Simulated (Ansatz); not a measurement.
Results of PBEsol (plane waves, PAW; Ansatz, a quantum-chemistry and plane-wave program) for SnS2 (Fd-3m, No. 227, 12 atoms in the cell; start mp-1095397; a measured phase of this formula has another space group).

Settings: plane-wave cutoff 520 eV, 6×6×6 k mesh, Fermi–Dirac smearing 0.01 eV, scalar-relativistic PAW data made under PBE.

Cell (relaxed with PBEsol):

```xyz
12
Lattice="0.0000 5.1788 5.1788 5.1788 0.0000 5.1788 5.1788 5.1788 0.0000" Properties=species:S:1:pos:R:3 pbc="T T T"
Sn     6.4734     3.8841     3.8841
Sn     3.8841     3.8841     6.4734
Sn     3.8841     6.4734     3.8841
Sn     6.4734     6.4734     6.4734
S      3.9012     6.4564     6.4564
S      6.4905     6.4905     9.0457
S      6.4564     3.9012     6.4564
S      9.0457     9.0457     9.0457
S      3.9012     3.9012     3.9012
S      6.4905     9.0457     6.4905
S      6.4564     6.4564     3.9012
S      9.0457     6.4905     6.4905
```

Task: Give the computed band gap and smallest direct gap on the k points sampled.

Result: 
- band gap: 1.06 eV
- smallest direct gap on the k points sampled: 1.16 eV

Spin–orbit coupling is not included.

The result took very roughly 60 core-seconds.

A start named mp-… is a Materials Project structure, which need not be a measured phase.
